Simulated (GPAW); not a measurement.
**GPAW run on NiO (Fm-3m, 2 atoms in the cell): self-consistent single point**

Level of theory: PBE+U, GPAW PAW datasets PBE (gpaw-data 1.0.1) (plane waves; GPAW).

The input file:

```python
from ase import Atoms
from ase.units import GPa
from gpaw import GPAW

atoms = Atoms(['Ni', 'O'],
              cell=[[0.000000, 2.106985, 2.106985],
                    [2.106985, 0.000000, 2.106985],
                    [2.106985, 2.106985, 0.000000]],
              scaled_positions=[[0.000000, 0.000000, 0.000000],
                                [0.500000, 0.500000, 0.500000]],
              pbc=True)

atoms.set_initial_magnetic_moments([2.0, 0.0])

calc = GPAW(spinpol=True,
            mode={'name': 'pw', 'ecut': 900},
            xc='PBE',
            setups={'Ni': ':d,6.2'},
            kpts=(13, 13, 13),
            occupations={'name': 'methfessel-paxton', 'width': 0.05, 'order': 0},
            nbands=-8,
            convergence={'forces': 0.001, 'bands': -6},
            symmetry={'symmorphic': False, 'tolerance': 0.0005},
            maxiter=150,
            txt='-')

atoms.calc = calc

energy = atoms.get_potential_energy()
print('Energy (eV):', round(energy, 6))
forces = atoms.get_forces()
print('Forces (eV/Ang):')
print(forces.round(5))
stress = atoms.get_stress()
print('Stress (GPa, Voigt):', (stress / GPa).round(4))
```

Log, with long lists cut:

```
Input parameters:
  convergence: {bands: -6,
                forces: 0.001}
  kpts: [13 13 13]
  maxiter: 150
  mode: {ecut: 900,
         name: pw}
  nbands: -8
  occupations: {name: methfessel-paxton,
                order: 0,
                width: 0.05}
  setups: {Ni: :d,6.2}
  spinpol: True
  symmetry: {symmorphic: False,
             tolerance: 0.0005}
  xc: PBE

species:
  Ni:
    name: Nickel
    Z: 28.0
    valence: 16
    core: 12
    charge: 0.0
    Hubbard: {U: 6.2,  # eV
              l: 2,
              scale: True}
    file: Ni.PBE.gz

    # Using partial waves for Ni as LCAO basis

  O:
    name: Oxygen
    Z: 8.0
    valence: 6
    core: 2
    charge: 0.0
    file: O.PBE.gz

    # Using partial waves for O as LCAO basis

Reference energy: -43408.850748  # eV

Spin-polarized calculation.
Initial magnetic moment: 2.000000

Convergence criteria:
 Maximum [total energy] change in last 3 cyles: 0.0005 eV / valence electron
 Maximum integral of absolute [dens]ity change: 0.0001 electrons / valence electron
 Maximum integral of absolute [eigenst]ate change: 4e-08 eV^2 / valence electron
 Maximum change in the atomic [forces] across last 2 cycles: 0.001 eV/Ang OR
Maximum error relative to the maximum force is below inf
 Maximum number of scf [iter]ations: 150

Symmetries present (total): 48
Symmetries with fractional translations: 0
2197 k-points: 13 x 13 x 13 Monkhorst-Pack grid
84 k-points in the irreducible part of the Brillouin zone
       k-points in crystal coordinates                weights
   0:     0.00000000    0.00000000    0.00000000          1/2197
   1:     0.07692308    0.07692308    0.00000000          6/2197
   2:     0.07692308    0.07692308    0.07692308          8/2197
   [... 7 lines left out ...]
          ...
  83:     0.46153846    0.46153846    0.46153846          8/2197

Wave functions: Plane wave expansion
  Cutoff energy: 900.000 eV
  Number of coefficients (min, max): 1139, 1167
  Pulay-stress correction: 0.000000 eV/Ang^3 (de/decut=0.000000)

Occupation numbers: Methfessel-Paxton:
  width: 0.0500  # eV
  order: 0

Eigensolver

Densities:
  Coarse grid: 21*21*21 grid
  Fine grid: 42*42*42 grid
  Total Charge: 0.000000

Density mixing:
  Method: difference
  Backend: pulay
  Linear mixing parameter: 0.05
  old densities: 5
  Damping of long wavelength oscillations: 50

Hamiltonian:
  XC and Coulomb potentials evaluated on a 42*42*42 grid
  External potential:
    NoExternalPotential

XC parameters: PBE with 2 nearest neighbor stencil

Number of atoms: 2
Number of atomic orbitals: 16
Number of bands in calculation: 20
Number of valence electrons: 22
Bands to converge: 14

Density initialized from atomic densities
  16 bands from LCAO basis set
  4 bands from random numbers

Atomic positions and initial magnetic moments

Positions:
   0 Ni     0.000000    0.000000    0.000000    ( 0.0000,  0.0000,  2.0000)
   1 O      2.106985    2.106985    2.106985    ( 0.0000,  0.0000,  0.0000)

Unit cell:
           periodic     x           y           z      points  spacing
  1. axis:    yes    0.000000    2.106985    2.106985    21     0.1159
  2. axis:    yes    2.106985    0.000000    2.106985    21     0.1159
  3. axis:    yes    2.106985    2.106985    0.000000    21     0.1159

  Lengths:   2.979727   2.979727   2.979727
  Angles:   60.000000  60.000000  60.000000

Effective grid spacing dv^(1/3) = 0.1264

     iter     time        total  log10-change:         magmom
                         energy   eigst   dens  force
iter:   1 --:--:--   -10.190238   +0.80                  +2.0008
iter:   2 --:--:--   -11.495485   -0.32  -1.22           +2.0002
iter:   3 --:--:--   -12.070107   -1.35  -1.24           +2.0000
iter:   4 --:--:--   -12.162429   -2.47  -1.52           +2.0000
iter:   5 --:--:--   -12.735798   -2.10  -1.58           +2.0000
iter:   6 --:--:--   -12.723426   -2.80  -2.32           +2.0000
iter:   7 --:--:--   -12.723032   -3.05  -2.38           +2.0000
iter:   8 --:--:--   -12.728756c  -3.41  -2.78           +2.0000
iter:   9 --:--:--   -12.728289c  -4.80  -3.03           +2.0000
iter:  10 --:--:--   -12.728392c  -5.29  -3.17           +2.0000
iter:  11 --:--:--   -12.728407c  -5.91  -3.10           +2.0000
iter:  12 --:--:--   -12.727941c  -4.71  -3.12           +2.0000
iter:  13 --:--:--   -12.727941c  -7.11  -4.26c          +2.0000
iter:  14 --:--:--   -12.727948c  -6.77  -4.54c          +2.0000
iter:  15 --:--:--   -12.727948c  -7.20  -4.66c          +2.0000
iter:  16 --:--:--   -12.727949c  -8.74c -4.69c          +2.0000
iter:  17 --:--:--   -12.727949c  -8.21c -4.72c -23.99c   +2.0000

Converged after 17 iterations.

Dipole moment: (-0.000000, -0.000000, -0.000000) |e|*Ang

Total magnetic moment: (0.000000, 0.000000, 2.000000)
Local magnetic moments:
   0 Ni ( 0.000000,  0.000000,  1.816456)
   1 O  ( 0.000000,  0.000000,  0.128099)

Energy contributions relative to reference atoms: (reference = -43408.850748)

Kinetic:        +35.832414
Potential:      -30.122868
External:        +0.000000
XC:             -18.661550
Entropy (-ST):   -0.000000
Local:           +0.224056
SIC:             +0.000000
--------------------------
Free energy:    -12.727949
Extrapolated:   -12.727949

Spin contamination: 0.002877 electrons
Showing only first 2 kpts
                      Up                     Down
 Kpt  Band  Eigenvalues  Occupancy  Eigenvalues  Occupancy
  0     9      5.28273    1.00000      5.59548    1.00000
  0    10      5.28273    1.00000      9.42986    0.00000
  0    11      5.28273    1.00000      9.93173    0.00000
  0    12      9.09696    0.00000      9.93173    0.00000

  1     9      5.05474    1.00000      5.61681    1.00000
  1    10      5.27812    1.00000      9.75880    0.00000
  1    11      5.27812    1.00000      9.96027    0.00000
  1    12      9.73840    0.00000     10.53679    0.00000

Fermi level: 7.17632

Gap: 2.243 eV
Transition (v -> c):
  (s=0, k=83, n=11, [0.46, 0.46, 0.46]) -> (s=0, k=0, n=12, [0.00, 0.00, 0.00])
Direct/indirect transitions are different
Direct gap: 3.501 eV
Transition at: (s=1->0, k=0, n=9, [0.00, 0.00, 0.00])
Energy (eV): -12.727949

Forces in eV/Ang:
  0 Ni    0.00000   -0.00000   -0.00000
  1 O     0.00000   -0.00000   -0.00000

Stress tensor:
    -0.051248    -0.000000     0.000000
    -0.000000    -0.051248     0.000000
     0.000000     0.000000    -0.051248
Stress (GPa, Voigt): [-8.2108 -8.2108 -8.2108  0.      0.     -0.    ]
```

The run converged in 17 iterations. GPAW prints stress with tension positive.

At such cutoffs GPAW's stress carries a finite-basis (Pulay) error, which enters relaxed cells too; its log prints stress with tension positive.

The starting cell comes from a database of computed structures (which also holds hypothetical and non-ambient phases and stackings), without a prior relaxation at this level. Its lattice was rescaled by a random factor within 2.5 % of one. With one magnetic atom in the cell only a parallel order is possible. With U or open f shells several self-consistent states can exist.

Cost on one core of a shared machine: roughly 4 min.
